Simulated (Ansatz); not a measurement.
The parent structure is Rb in the bcc (W type) structure (space group Im-3m, No. 229; relaxed with 0.1 eV smearing).

```xyz
1
Lattice="-2.7856 2.7856 2.7856 2.7856 -2.7856 2.7856 2.7856 2.7856 -2.7856" Properties=species:S:1:pos:R:3 pbc="T T T"
Rb     0.0000     0.0000     0.0000
```

Cartesian axes are those of the cell as printed.

Method: PBEsol (Ansatz, an electronic-structure program; PAW; 420 eV plane waves; spin-orbit coupling left out).

The change: a pure shear with ε_xy = ε_yx = 0.0057; the atoms relax in the strained cell.

**Question.** What does the calculation give for the stress after the change?

**Answer.** The stress (xx, yy, zz, yz, xz, xy; compression positive) amounts to (0.0, 0.0, 0.0, 0.0, 0.0, 0.0) GPa.

**Question.** What does the calculation give for the energy relative to the base after the change?

**Answer.** The energy hardly moves.

No phonon test of stability was made. The final runs are not spin-polarised.
